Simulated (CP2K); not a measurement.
Band structure of SnAs (Fm-3m, 2 atoms in the cell).

```xyz
2
Lattice="4.0685 0.0000 0.0000 2.0343 3.5234 0.0000 2.0343 1.1745 3.3219" Properties=species:S:1:pos:R:3 pbc="T T T"
Sn     4.0685     2.3490     1.6610
As     0.0000     0.0000     0.0000
```

Method: PBEsol, GPW, DZVP-MOLOPT-SR-GTH basis, GTH-PBE potentials (GTH_POTENTIALS) run with CP2K.

Settings: CUTOFF = 400 Ry; REL_CUTOFF = 50 Ry; SMEAR/METHOD = GAUSSIAN; SIGMA = 0.2 eV; KPOINTS/SCHEME = MONKHORST-PACK 10 10 10; GAMMA_CENTERED = T; XC_FUNCTIONAL = PBE:PBESOL; Sn/BASIS_SET = DZVP-MOLOPT-SR-GTH; Sn/POTENTIAL = GTH-PBE-q4; As/BASIS_SET = DZVP-MOLOPT-SR-GTH; As/POTENTIAL = GTH-PBE-q5; METHOD = GPW; EPS_DEFAULT = 1e-10; EXTRAPOLATION = USE_GUESS.

The starting cell comes from a database of computed structures (which also holds hypothetical and non-ambient phases and stackings), without a prior relaxation at this level. Values carry the incompleteness of an atom-centred basis. The potentials were made for another functional than the one used.

Levels in eV from the Fermi level, bands 2 to 7:
| point | 2 | 3 | 4 | 5 | 6 | 7 |
|---|---|---|---|---|---|---|
| Γ | -2.80 | -1.08 | -1.08 | -1.08 | 5.54 | 5.54 |
| X | -5.88 | -5.59 | -3.32 | -3.32 | 2.72 | 7.66 |
| W | -7.08 | -4.89 | -4.89 | 0.82 | 2.12 | 6.55 |
| K | -7.20 | -5.36 | -2.71 | -1.90 | 4.80 | 4.97 |
| L | -8.49 | -0.72 | -0.72 | 0.95 | 1.33 | 1.33 |
| U | -7.20 | -5.36 | -2.71 | -1.90 | 4.80 | 4.97 |

Bands cross the Fermi level along this path, so the cell is metallic at this level.

Higher empty bands are left out: an atom-centred basis made for the valence describes them poorly.
